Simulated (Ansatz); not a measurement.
The reference is CaO in the rock salt structure (space group Fm-3m, No. 225; a = 4.767 Å).

One thing is altered: an isotropic linear strain of −0.16 %; the atoms relax in the strained cell.

Levels (all Ansatz, a program for electronic structure, PAW): PBEsol (420 eV, no SOC); r2SCAN (500 eV, spin-orbit coupling left out); HSE06 (420 eV, no SOC).

One geometry, relaxed with PBEsol, under each level:

Notes on the quantities. hole mass: degenerate bands, along [100].

```json
[
 {"level": "PBEsol", "band gap": "3.54 eV", "lowest conduction level above the VBM at special points": "X 3.54 eV; Γ 4.82 eV; K 5.12 eV; U 5.12 eV", "electron mass": "1.4 mₑ along k, 0.42 mₑ across (at X)", "hole mass": "0.34, 2.8, 2.8 mₑ (at Γ)", "pressure": "0.57 GPa"},
 {"level": "r2SCAN", "band gap": "[?]", "lowest conduction level above the VBM at special points": "[?]", "electron mass": "[?]", "hole mass": "[?]", "pressure": "[?]"},
 {"level": "HSE06", "band gap": "5.31 eV", "lowest conduction level above the VBM at special points": "X 5.31 eV; Γ 6.51 eV; K 6.96 eV", "electron mass": "–", "hole mass": "–", "pressure": "–"}
]
```

Question: Give the withheld r2SCAN results.

Answer: 
- r2SCAN, band gap: 4.19 eV
- r2SCAN, lowest conduction level above the VBM at special points: X 4.19 eV; Γ 5.69 eV; K 5.77 eV; U 5.77 eV
- r2SCAN, electron mass: 1.4 mₑ along k, 0.43 mₑ across (at X)
- r2SCAN, hole mass: 0.36, 2.9, 2.9 mₑ (at Γ)
- r2SCAN, pressure: 2.74 GPa

Single points use the geometry relaxed with PBEsol. Their cutoffs differ, which shifts pressures a little. HSE06 was sampled on its mesh, a few special points and the semilocal edge points, so its gap is an upper bound. Masses are band curvatures over ±0.01 Å⁻¹ around the edge. Along k means along the line from Γ to the band edge. Whether these cells are dynamically stable was not tested. The base started in Cmce and relaxed to Fm-3m at this level.
